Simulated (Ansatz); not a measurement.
Ansatz (a quantum-chemistry and plane-wave program), DFT, PBE, plane waves, its soft PAW files of 3 December: unreconstructed Si(100) slab of 6 layers, 2x2, O adatom, atoms displaced (Si24O), unrelaxed, 25 atoms. Basis and mesh were picked for this test and aren't claimed converged.

```
Quantity                                                  Result
------------------------------  --------------------------------
cell                            7.68, 7.68, 18.39 Å; 90, 90, 90°
distance to the nearest atom                      2.04 to 2.38 Å
task                                                single point
k mesh                                                     4×4×1
hamiltonian.xc                                               pbe
kind of files                                                paw
scf.occupations.method                               fermi_dirac
scf.occupations.width                                    0.05 eV
output.forces                                               true
binding of workers (--pin)                                   off
k-point pools (--kpoint-pools)                                 1
memory maximum (--max-ram)                                  8GiB
accuracy                                        medium (default)
basis.precision                                   auto (default)
basis.xc_grid                                        2 (default)
scf.eigensolver.kind                              auto (default)
scf.convergence.dr2_threshold                    1e-07 (default)
scf.lower_state_search                           light (default)
k-points after symmetry                                       10
bands at the start                                            76
electrons                                                    102
plane waves at Γ                                           21201
cutoff (eV)                                                  420
FFT grid                                               54×54×125
symmetry operations                                            1
```

One run each.

All on 4 threads. Base settings, kept where nothing else is said: scf.mixing.algorithm = auto (default), scf.mixing.preconditioner = auto (default), scf.algorithm = auto (default) (scf.mixing.beta, scf.mixing.ndim, scf.mixing.q_tf not set). The settings tried:…
- scf.mixing.algorithm = anderson, scf.mixing.ndim = 1
- scf.mixing.algorithm = broyden, scf.mixing.preconditioner = kerker, scf.mixing.q_tf = 1.5 1/Å
- the base settings
- scf.mixing.preconditioner = local_kerker
- scf.mixing.preconditioner = ldos
- scf.mixing.algorithm = broyden
- scf.mixing.ndim = 4
- scf.mixing.algorithm = broyden, scf.mixing.beta = 0.1
- scf.algorithm = direct_min
- scf.mixing.algorithm = broyden, scf.mixing.beta = 0.7
- scf.mixing.algorithm = msr1
- scf.mixing.algorithm = broyden, scf.mixing.preconditioner = kerker, scf.mixing.q_tf = 0.5 1/Å
- scf.mixing.algorithm = anderson
- scf.mixing.preconditioner = kerker_dos
- scf.mixing.ndim = 16
- scf.mixing.preconditioner = kerker
- scf.mixing.algorithm = broyden, scf.mixing.beta = 0.3
- scf.mixing.algorithm = broyden, scf.mixing.preconditioner = kerker
- scf.mixing.algorithm = broyden, scf.mixing.beta = 1
- scf.mixing.preconditioner = none
- scf.mixing.algorithm = anderson, scf.mixing.ndim = 4
- scf.mixing.algorithm = broyden, scf.mixing.preconditioner = none
- scf.mixing.algorithm = anderson, scf.mixing.ndim = 16

### Question
Which settings need the fewest SCF iterations, which the most, and do any fail to converge?

### Answer
Fewest SCF iterations, with those close behind: scf.algorithm = direct_min (9); scf.mixing.algorithm = broyden (12); scf.mixing.algorithm = anderson (12); scf.mixing.algorithm = broyden, scf.mixing.beta = 1 (12); scf.mixing.algorithm = anderson, scf.mixing.ndim = 16 (12). Most among those that reach the base run's result: scf.mixing.algorithm = anderson, scf.mixing.ndim = 1 (47). All converged. In the base run the program took: scf.mixing.algorithm MSR1, scf.mixing.preconditioner LDOS, scf.eigensolver.kind band_cg, --slots 4.

| setting | SCF iterations | applications of H to a band | end |
|---|---|---|---|
| scf.algorithm = direct_min | 9 | 81666 | converged |
| scf.mixing.algorithm = broyden | 12 | 20541 | converged |
| scf.mixing.algorithm = anderson | 12 | 20154 | converged |
| scf.mixing.algorithm = broyden, scf.mixing.beta = 1 | 12 | 20541 | converged |
| scf.mixing.algorithm = anderson, scf.mixing.ndim = 16 | 12 | 20662 | converged |
| the base settings | 13 | 20656 | converged |
| scf.mixing.algorithm = msr1 | 13 | 20656 | converged |
| scf.mixing.preconditioner = ldos | 13 | 20656 | converged |
| scf.mixing.algorithm = broyden, scf.mixing.beta = 0.7 | 13 | 19416 | converged |
| scf.mixing.algorithm = anderson, scf.mixing.ndim = 4 | 13 | 20798 | converged |
| scf.mixing.ndim = 4 | 13 | 20746 | converged |
| scf.mixing.ndim = 16 | 13 | 20646 | converged |
| scf.mixing.preconditioner = local_kerker | 16 | 24603 | converged |
| scf.mixing.preconditioner = none | 21 | 28250 | converged |
| scf.mixing.algorithm = broyden, scf.mixing.preconditioner = none | 22 | 29908 | converged |
| scf.mixing.algorithm = broyden, scf.mixing.preconditioner = kerker, scf.mixing.q_tf = 0.5 1/Å | 22 | 28780 | converged |
| scf.mixing.algorithm = broyden, scf.mixing.beta = 0.3 | 26 | 29686 | converged |
| scf.mixing.algorithm = broyden, scf.mixing.preconditioner = kerker | 27 | 29258 | converged |
| scf.mixing.algorithm = broyden, scf.mixing.preconditioner = kerker, scf.mixing.q_tf = 1.5 1/Å | 27 | 30772 | converged |
| scf.mixing.preconditioner = kerker_dos | 31 | 36754 | converged |
| scf.mixing.preconditioner = kerker | 33 | 37137 | converged |
| scf.mixing.algorithm = broyden, scf.mixing.beta = 0.1 | 35 | 39710 | converged |
| scf.mixing.algorithm = anderson, scf.mixing.ndim = 1 | 47 | 245839 | converged |

An iteration's cost differs between solvers, so these counts don't give the time.

Keys are those of Ansatz 0.2.
